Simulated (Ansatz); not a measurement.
Start from SnTe in the rock salt structure (space group Fm-3m, No. 225; a = 6.370 Å). Axes: x, y, z lie along the cube axes.

Level of theory: Ansatz (an electronic-structure program) r2SCAN, no SOC.

Strains are applied to the cell and any free atomic positions relax; under stress the whole cell relaxes.

One change was made to it. Results:

| quantity | base | after |
|---|---|---|
| shortest interatomic distance | 3.185 Å | 3.119 Å |
| band gap | 0.13 eV | zero |
| energy relative to the base (free energy F) | 0 meV/atom | +6.1 meV/atom |

Name the change that was made.
A) uniaxial stress, 3 GPa compression along z
B) isotropic strain +5.32 %
C) uniaxial stress, 5 GPa tension along x
D) uniaxial strain ε_zz = +2.79 %

A, uniaxial stress, 3 GPa compression along z. For comparison, the band gap in the other runs: uniaxial strain ε_zz = +2.79 % gives 0.15 eV; uniaxial stress, 5 GPa tension along x gives 0.09 eV; isotropic strain +5.32 % gives 0.53 eV.

Spin-orbit coupling, missing from the scalar runs, can matter with Te. Beyond what the load breaks, stability against distortions was not tested. The final runs are not spin-polarised. Gaps under 0.05 eV, about the width of the smearing, are given as zero. The zero or small gap of SnTe can change with the level of theory.
